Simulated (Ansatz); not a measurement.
A short convergence ladder for F2 (P1, 4 atoms in the cell)

```yaml
crystal:
  lattice:
    - [2.56910, -1.59194, 0.00000]
    - [2.56910, 1.59194, 0.00000]
    - [-0.56492, 0.00000, 6.63070]
  atoms:
    - { symbol: F, position: [0.59666, 0.91616, 0.60550] }
    - { symbol: F, position: [0.40417, 0.08467, 0.40204] }
    - { symbol: F, position: [0.08467, 0.40417, 0.90204] }
    - { symbol: F, position: [0.91533, 0.59583, 0.09796] }
```

Base method: PBEsol, default PAW files made with PBE (plane waves; Ansatz, a quantum-chemistry and plane-wave program).

Base settings: basis.ecutwfc = 420 eV; kpoints.mp_grid.grid = 9 9 4; hamiltonian.xc = pbesol; hamiltonian.pseudopotentials = {kind: paw} (the program's default PAW files); scf.occupations.method = fermi_dirac; scf.occupations.width = 0.01 eV.

**The width of Fermi-Dirac smearing**

The mesh stays at the base's, so the ladder's end is converged at best in this setting alone.

Only quantities that move along the ladder and can be compared are tabulated.

```csv
scf.occupations.width,free energy less the last step's (meV/atom),pressure (GPa),largest difference of a force vector from the last step's (eV/Å)
1 eV,-475.69,11.63,4.902
0.5 eV,-55.31,0.97,1.391
0.2 eV,-0.33,-2.27,0.029
0.1 eV,0.00,-2.32,0.000
0.02 eV,0.00,-2.32,0.000
```

Widest scf.occupations.width that holds the free energy within 0.5 meV/atom of the last step, with all finer ones: 0.2 eV; the step before is off by 55 meV/atom.

Widest scf.occupations.width that holds the pressure within 1 GPa of the last step, with all finer ones: 0.2 eV; the step before is off by 3.3 GPa.

Widest scf.occupations.width that holds the forces within 0.005 eV/Å of the last step, with all finer ones: 0.1 eV; the step before is off by 0.029 eV/Å.

On the base run: the starting cell comes from a database of computed structures (which also holds hypothetical and non-ambient phases and stackings), without a prior relaxation at this level. Its lattice was rescaled by up to half a per cent. One atom was moved a little off its site on purpose. In the base run, forces exceed 1 eV/Å. Ansatz's pressure includes its estimate of the finite-basis (Pulay) stress.

Keys are those of Ansatz 0.2.
